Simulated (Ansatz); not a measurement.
The starting structures come from a database of crystals and need not be the phases stable at ambient conditions.

 Where the default PAW files enter, the runs use the earlier of Ansatz's two default sets.

Inside the gap of an insulator the Bloch states are evanescent, with a wavenumber k + iκ along the transport direction.

Given:

```
CELL_PARAMETERS angstrom
      4.58215     0.00000     0.00000
      1.35871     5.86156     0.00000
     -0.14798    -1.02784     4.46293
ATOMIC_POSITIONS crystal
  K  0.15274 0.61191 0.84726
  H  0.79302 0.18892 0.82968
  H  0.17032 0.18892 0.20698
  P  0.65514 0.11121 0.34486
  S  0.61519 0.79799 0.38481
  O  0.89292 0.10396 0.10708
  O  0.73768 0.26954 0.65118
  O  0.34882 0.26954 0.26232
```

Space group of this cell: Cm. The cell is taken as given; by r2SCAN its mean pressure is -2.7 GPa.

Transport runs along the normal of the first two printed cell vectors.

The gap is the functional's own. No spin-orbit coupling. Mid-gap values are interpolated on the energy grid.

Q: Compute, with r2SCAN run with Ansatz (an electronic-structure program), the band gap and the smallest decay constant κ at mid-gap.

A: Gap 5.08 eV on a 8×6×8 mesh; κ = 0.412 1/Å, at the zone centre.
